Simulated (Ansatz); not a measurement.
# Converging the plane-wave cutoff: NaAu2 (R3m, 6 atoms in the cell)

```
NaAu2
1.0
    0.00000     3.93288     3.93288
    3.93288     0.00000     3.93288
    3.93288     3.93288     0.00000
Na Au
2 4
Direct
  0.75367   0.75367   0.75367
  0.50000   0.50000   0.50000
  0.12500   0.62500   0.12500
  0.12500   0.12500   0.12500
  0.62500   0.12500   0.12500
  0.12500   0.12500   0.62500
```

Method of the run: PBEsol, default PAW files made with PBE (plane waves; Ansatz, an electronic-structure program).

Base settings: basis.ecutwfc = 30.9 Ry; kpoints.mp_grid.grid = 5 5 5; hamiltonian.xc = pbesol; hamiltonian.pseudopotentials = {kind: paw} (the program's default PAW files); scf.occupations.method = fermi_dirac; scf.occupations.width = 0.0073 Ry.

The second cell is the first with its lattice scaled by 0.98.

The mesh stays at the base's, so the ladder's end is converged at best in this setting alone.

The first pressure column holds Ansatz's estimate of the finite-basis (Pulay) stress, which hides part of the cutoff error; the other is without it.

Only quantities that move along the ladder and can be compared are tabulated.

The count of work is k-points × plane waves × bands × iterations; it is no time. 

The starting cell comes from a database of computed structures (which also holds hypothetical and non-ambient phases and stackings), without a prior relaxation at this level. Its lattice was rescaled by up to half a per cent. One atom was moved a little off its site on purpose.

| basis.ecutwfc | free energy less the last step's (meV/atom) | energy of the compressed cell less the first (meV/atom) | pressure (GPa) | pressure without the Pulay estimate (GPa) | largest difference of a force vector from the last step's (eV/Å) | count of work / last |
|---|---|---|---|---|---|---|
| 10.7 Ry | 46460.26 | 643.49 | -8.42 | -1171.75 | 0.391 | 0.091 |
| 12.5 Ry | 20621.44 | 243.66 | -17.17 | -638.61 | 0.199 | 0.10 |
| 14 Ry | 10348.74 | -109.43 | -10.01 | -372.78 | 0.044 | 0.11 |
| 15.4 Ry | 5247.08 | -32.99 | -2.09 | -217.06 | 0.020 | 0.15 |
| 16.9 Ry | 2342.66 | 31.30 | 2.53 | -113.91 | 0.012 | 0.12 |
| 18.4 Ry | 999.56 | 17.11 | -0.69 | -58.01 | 0.017 | 0.14 |
| 21.7 Ry | 115.75 | 4.03 | -2.06 | -11.55 | 0.002 | 0.16 |
| 24.6 Ry | 12.37 | 1.71 | -2.29 | -3.58 | 0.000 | 0.19 |
| 27.9 Ry | 1.62 | 2.02 | -2.26 | -2.32 | 0.000 | 0.24 |
| 30.9 Ry | 1.06 | 1.98 | -2.26 | -2.29 | 0.000 | 0.28 |
| 33.8 Ry | 0.57 | 1.93 | -2.27 | -2.29 | 0.000 | 0.31 |
| 37.1 Ry | 0.29 | 1.91 | -2.27 | -2.28 | 0.000 | 0.35 |
| 41.5 Ry | 0.21 | 1.90 | -2.27 | -2.27 | 0.000 | 0.42 |
| 46.3 Ry | 0.15 | 1.89 | -2.27 | -2.27 | 0.000 | 0.50 |
| 54 Ry | 0.08 | 1.89 | -2.27 | -2.27 | 0.000 | 0.63 |
| 61.7 Ry | 0.04 | 1.88 | -2.27 | -2.27 | 0.000 | 0.77 |
| 74.2 Ry | 0.00 | 1.88 | -2.27 | -2.27 | 0.000 | 1.0 |

Coarsest basis.ecutwfc that holds the energy of the compressed cell less the first within 0.2 meV/atom of the last step, with all finer ones: 24.6 Ry, at 0.19 of the last step's count of work; the step before is off by 2.2 meV/atom.

Coarsest basis.ecutwfc that holds the pressure within 0.05 GPa of the last step, with all finer ones: 24.6 Ry, at 0.19 of the last step's count of work; the step before is off by 0.21 GPa.

Coarsest basis.ecutwfc that holds the free energy within 2 meV/atom of the last step, with all finer ones: 27.9 Ry, at 0.24 of the last step's count of work; the step before is off by 12 meV/atom.

The energy difference between the two cells stays within 1 meV/atom of the last step's from 24.6 Ry on, the total only from 33.8 Ry on: much of the error is common to both cells and cancels.

At the lowest cutoff the pressure without the Pulay estimate lies 1170 GPa under the last step's, the usual sign of Pulay stress in an incomplete plane-wave basis.

Keys are those of Ansatz 0.2.
